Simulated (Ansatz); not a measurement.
Output of an Ansatz run (abridged):

```
WARN ansatz: RAYON_NUM_THREADS=1 ignored (pool sized by the plan → 1); use --threads N
Pseudopotentials: kind: paw
Pseudopotential: Zr, paw, valence charge 12
Pseudopotential: Si, paw, valence charge 4
Pseudopotential: Cu, paw, valence charge 19
Pseudopotential: P, paw, valence charge 5
Crystal: 8 atoms, lattice volume = 121.179 Å³
Basis set: ecut = 420 eV, 2339 PW (Γ)
Bands: 48, of which v1, the nominal top of the filled ones, is band 40 counted from 1 (39 counted from 0)
Symmetry: 16 space group operations
Space group: P4/nmm (ITA 129), of the structure as read, at distance tolerance 4.9e-5 Å
k-points: 45 of 324
PAW frozen core: Zr, regenerated for the run's functional, and the local potential with it
PAW frozen core: Si, regenerated for the run's functional, and the local potential with it
PAW frozen core: Cu, regenerated for the run's functional, and the local potential with it
PAW frozen core: P, regenerated for the run's functional, and the local potential with it
Initial density: superposition of atomic densities (neutral atoms: chi_scale 0, normalization atom), corrected by the library's trained network
Initial wavefunctions: pseudopotential atomic-orbital guess
Eigensolver: davidson
Functional: x = slater, c = lda
SCF iter   1: F=—  HF=-23942.114363 eV  |F-HF|=—  |Δ(HF+E_count)|=         —  Δρ=1.02e-2  dr2=5.53e-2  ethr=1.77e-3  ⟨swp⟩=6.8  Hψ=8652  notcnv=0
all-band conjugate gradients solve this SCF's bands
preconditioner: auto → Kerker (q_TF=auto, 2.546 Å⁻¹)
SCF iter   2: F=—  HF=-23942.102250 eV  |F-HF|=—  |Δ(HF+E_count)|=   1.21e-2  Δρ=3.45e-3  dr2=1.45e-2  ethr=6.91e-5  ⟨swp⟩=2.0  Hψ=4420  notcnv=0  defer=27
SCF iter   3: F=—  HF=-23942.100264 eV  |F-HF|=—  |Δ(HF+E_count)|=   1.99e-3  Δρ=2.33e-3  dr2=5.28e-3  ethr=1.81e-5  ⟨swp⟩=2.1  Hψ=2451  notcnv=0  defer=27
SCF iter   4: F=—  HF=-23942.099345 eV  |F-HF|=—  |Δ(HF+E_count)|=   9.19e-4  Δρ=9.56e-4  dr2=1.42e-3  ethr=6.60e-6  ⟨swp⟩=1.1  Hψ=2108  notcnv=0  defer=27
SCF iter   5: F=—  HF=-23942.099069 eV  |F-HF|=—  |Δ(HF+E_count)|=   2.76e-4  Δρ=2.14e-4  dr2=1.61e-4  ethr=1.78e-6  ⟨swp⟩=2.0  Hψ=2673  notcnv=0  defer=27
SCF iter   6: F=—  HF=-23942.099045 eV  |F-HF|=—  |Δ(HF+E_count)|=   2.37e-5  Δρ=3.83e-5  dr2=5.11e-6  ethr=2.01e-7  ⟨swp⟩=2.1  Hψ=2530  notcnv=0  defer=27
SCF iter   7: F=—  HF=-23942.099051 eV  |F-HF|=—  |Δ(HF+E_count)|=   5.77e-6  Δρ=1.20e-5  dr2=2.73e-7  ethr=6.39e-9  ⟨swp⟩=2.0  Hψ=2876  notcnv=0  defer=27
SCF iter   8: F=-23942.099051 eV  HF=-23942.099051 eV  |F-HF|=1.90e-8  |Δ(HF+E_count)|=   2.32e-8  Δρ=4.22e-6  dr2=3.08e-8  ethr=1.25e-10  ⟨swp⟩=8.8  Hψ=8710  notcnv=0
SCF 1 converged in 8 iterations: F = -23942.099051 eV  dr2 = 3.08e-8
SCF converged after 8 iterations
Free energy (F): -23942.099051 eV
Harris-Foulkes:  -23942.099051 eV  (|F-HF|=1.90e-8)
Internal energy: -23942.093400 eV  (E = F + TS)
E sigma→0 (E₀):  -23942.096225 eV
Entropy (-TS):   -0.005652 eV (-0.706 meV/atom)
Fermi energy:    13.838238 eV
--- Per-component energies (eV) ---
  E_band       = -935.329583
  E_kinetic    = 1500.219909
  E_local      = -17424.930679  (includes V_loc(G=0)·N_el)
  E_nonlocal   = 1080.060557
  E_hartree    = 7921.435384
  E_xc         = -739.021094
  E_vxc        = -838.740650  (∫ρ·V_xc dr)
  E_paw        = -10937.772696  (= ΣΔE_a)
  E_vpaw       = -1094.784865  (= ΣTr[D̂ρ^β])
  E_aug_tail   = 0.000493  (compensation charges beyond the density's cutoff)
  E_ewald      = -5344.128760
  E_core_change = 2.043486  (= ΣΔE_core)
  E_smearing   = -0.005652  (= −TS)
  E_closure    = -0.000000  (closes the sum)
  Σ components = -23942.099051   (vs F -23942.099051, Δ=0.00e0)
--- Forces (eV/Å), atoms counted from 1 ---
  atom   1  Zr     0.00000000     0.00000000    -0.19558478
  atom   2  Zr    -0.00000000     0.00000000     0.19558478
  atom   3  Si    -0.00000000     0.00000000     0.00000000
  atom   4  Si     0.00000000     0.00000000    -0.00000000
  atom   5  Cu     0.00000000     0.00000000     0.00000000
  atom   6  Cu     0.00000000     0.00000000    -0.00000000
  atom   7  P      0.00000000     0.00000000     0.21545738
  atom   8  P     -0.00000000     0.00000000    -0.21545738
  max |Σ_I F_I| component: 5.55e-17 eV/Å
--- Stress (GPa, compression-positive) ---
       -6.279399       0.000000       0.000000
        0.000000      -6.279399       0.000000
        0.000000       0.000000      -6.644468
  P = ⅓ Tr σ = -6.4011 GPa (-64.011 kbar)
  The stress holds the Pulay correction. Without it, at fixed plane waves, as pw.x and ABINIT print it: P = -6.4628 GPa
--- Band table (eV; the first three rows and the last of 45) ---
  k-point 0: bands = ["-98.8969", "-98.8857", "-56.7416", "-56.7306", "-56.7306", "-56.7296", "-56.6704", "-56.6704", "-35.0343", "-35.0339", "-13.2481", "-13.2274", "-13.0735", "-13.0735", "-13.0724", "-13.0724", "0.7759", "1.9975", "2.4523", [...]
  k-point 1: bands = ["-98.8969", "-98.8857", "-56.7416", "-56.7306", "-56.7306", "-56.7296", "-56.6704", "-56.6704", "-35.0343", "-35.0340", "-13.2465", "-13.2290", "-13.0735", "-13.0735", "-13.0724", "-13.0724", "0.8387", "1.7320", "2.6945", [...]
  k-point 2: bands = ["-98.8969", "-98.8858", "-56.7416", "-56.7306", "-56.7306", "-56.7296", "-56.6704", "-56.6704", "-35.0342", "-35.0340", "-13.2446", "-13.2309", "-13.0735", "-13.0735", "-13.0724", "-13.0724", "0.9251", "1.5254", "2.8562", [...]
  k-point 44: bands = ["-98.8915", "-98.8912", "-56.7369", "-56.7357", "-56.7354", "-56.7351", "-56.6671", "-56.6653", "-35.0080", "-35.0080", "-13.2617", "-13.2605", "-13.2593", "-13.2579", "-13.1783", "-13.1778", "2.8212", "2.8671", "6.1423", [...]
```

The structure:

```xyz
8
Lattice="3.5755 0.0000 0.0000 0.0000 3.5755 0.0000 0.0000 0.0000 9.4787" Properties=species:S:1:pos:R:3 pbc="T T T"
Zr     0.0000     1.7878     7.3117
Zr     1.7878     0.0000     2.1670
Si     1.7878     1.7878     0.0000
Si     0.0000     0.0000     0.0000
Cu     1.7878     1.7878     4.7394
Cu     0.0000     0.0000     4.7394
P      0.0000     1.7878     3.1108
P      1.7878     0.0000     6.3679
```

Question: Write an input that gives this output.

Answer: Other spellings and defaults could give the same log, and not every line can be read from it. The input that was run (DFT, LDA (PW92), plane waves, default PAW files made with PBE):

Ansatz 0.2 input:
```yaml
crystal:
  lattice:
    - [3.57551300, 0.00000000, 0.00000000]
    - [0.00000000, 3.57551300, 0.00000000]
    - [0.00000000, 0.00000000, 9.47874800]
  atoms:
    - { symbol: Zr, position_ang: [0.00000000, 1.78775650, 7.31171663] }
    - { symbol: Zr, position_ang: [1.78775650, 0.00000000, 2.16703137] }
    - { symbol: Si, position_ang: [1.78775650, 1.78775650, 0.00000000] }
    - { symbol: Si, position_ang: [0.00000000, 0.00000000, 0.00000000] }
    - { symbol: Cu, position_ang: [1.78775650, 1.78775650, 4.73937400] }
    - { symbol: Cu, position_ang: [0.00000000, 0.00000000, 4.73937400] }
    - { symbol: P, position_ang: [0.00000000, 1.78775650, 3.11083031] }
    - { symbol: P, position_ang: [1.78775650, 0.00000000, 6.36791769] }
basis:
  ecutwfc: 420.0 eV
kpoints:
  mp_grid:
    grid: [9, 9, 4]
hamiltonian:
  xc: lda
  pseudopotentials:
    kind: paw
scf:
  occupations:
    method: gaussian
    width: 0.1 eV
output:
  forces: true
  eigenvalues: true
  stress: true
```

The starting cell comes from a database of computed structures (which also holds hypothetical and non-ambient phases and stackings), without a prior relaxation at this level. Its lattice was rescaled by up to half a per cent. Spin polarisation is off. With a pressure of about -6 GPa the cell is away from its equilibrium volume at this level. Ansatz's pressure includes its estimate of the finite-basis (Pulay) stress.

Ansatz is a quantum-chemistry and plane-wave program.
